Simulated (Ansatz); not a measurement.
Band structure of TiPt₃ (P6_3/mmc, 8 atoms in the cell).

```
CELL_PARAMETERS angstrom
      5.66955     0.00000     0.00000
     -2.83477     4.90997     0.00000
      0.00000     0.00000     4.56803
ATOMIC_POSITIONS crystal
  Ti 0.33333 0.66667 0.75000
  Ti 0.66667 0.33333 0.25000
  Pt 0.16720 0.33441 0.25000
  Pt 0.83279 0.66559 0.75000
  Pt 0.83279 0.16720 0.75000
  Pt 0.16720 0.83279 0.25000
  Pt 0.66559 0.83279 0.25000
  Pt 0.33441 0.16720 0.75000
```

Computed with LDA (PW92), PAW files made with PBE (plane waves; Ansatz, a first-principles code).

Settings: kpoints.mp_grid.grid = 5 5 5; hamiltonian.xc = lda; hamiltonian.pseudopotentials = {kind: paw} (the program's default PAW files); scf.occupations.method = gaussian; scf.occupations.width = 0.0073 Ry; kpoints.band_path.npoints = 8.

The starting cell comes from a database of computed structures (which also holds hypothetical and non-ambient phases and stackings), without a prior relaxation at this level. Its lattice was rescaled by a random factor within 2.5 % of one. Spin-orbit coupling is off. Spin polarisation is off.

Levels in eV from the Fermi level, bands 63 to 70:
```json
[
 {"point": "Γ", "63": "-0.29", "64": "-0.14", "65": "-0.04", "66": "0.02", "67": "1.11", "68": "1.11", "69": "1.23", "70": "1.23"},
 {"point": "M", "63": "-1.56", "64": "-0.59", "65": "-0.47", "66": "-0.30", "67": "0.21", "68": "0.49", "69": "0.57", "70": "0.69"},
 {"point": "K", "63": "-1.26", "64": "-1.26", "65": "-0.46", "66": "-0.34", "67": "0.39", "68": "0.39", "69": "0.48", "70": "0.90"},
 {"point": "A", "63": "-0.10", "64": "-0.10", "65": "0.42", "66": "0.42", "67": "0.61", "68": "0.61", "69": "0.61", "70": "0.61"},
 {"point": "L", "63": "-1.16", "64": "-1.16", "65": "-0.60", "66": "-0.60", "67": "0.19", "68": "0.19", "69": "0.67", "70": "0.67"},
 {"point": "H", "63": "-1.42", "64": "-1.42", "65": "-0.60", "66": "-0.60", "67": "-0.05", "68": "-0.05", "69": "0.79", "70": "0.79"}
]
```

Bands cross the Fermi level along this path, so the cell is metallic at this level.

Keys are those of Ansatz 0.2.
